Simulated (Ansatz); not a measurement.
The starting structures come from a database of crystals and need not be the phases stable at ambient conditions.

 Where the default PAW files enter, the runs use the earlier of Ansatz's two default sets.

Inside the gap of an insulator the Bloch states are evanescent, with a wavenumber k + iκ along the transport direction.

Data:

```
CELL_PARAMETERS angstrom
      5.28844    -0.01639     0.00000
     -2.11911     4.84533     0.00000
      0.00000     0.00000     7.11790
ATOMIC_POSITIONS crystal
  Cr 0.36594 0.63406 0.25000
  Cr 0.63406 0.36594 0.75000
  Hg 0.00000 0.00000 0.50000
  Hg 0.00000 0.00000 0.00000
  O  0.28358 0.23500 0.75000
  O  0.71642 0.76500 0.25000
  O  0.23500 0.28358 0.25000
  O  0.76500 0.71642 0.75000
  O  0.73776 0.26224 0.93783
  O  0.26224 0.73776 0.06217
  O  0.26224 0.73776 0.43783
  O  0.73776 0.26224 0.56217
```

Space group of this cell: Cmcm. The cell was relaxed by PBE-D3(BJ); by r2SCAN its mean pressure is -2.9 GPa.

Transport runs along the normal of the first two printed cell vectors.

The gap is the functional's own. No spin-orbit coupling. Mid-gap values are interpolated on the energy grid.

**Question.** State the band gap and the smallest decay constant κ at mid-gap according to Ansatz (a first-principles code) with r2SCAN.

**Answer.** Gap 1.67 eV on a 6×6×4 mesh; κ = 0.318 1/Å, at (0.500, 0.500) of the in-plane reciprocal vectors. At the zone centre, at the nearest computed energy, the slowest state has κ = 0.53 1/Å.
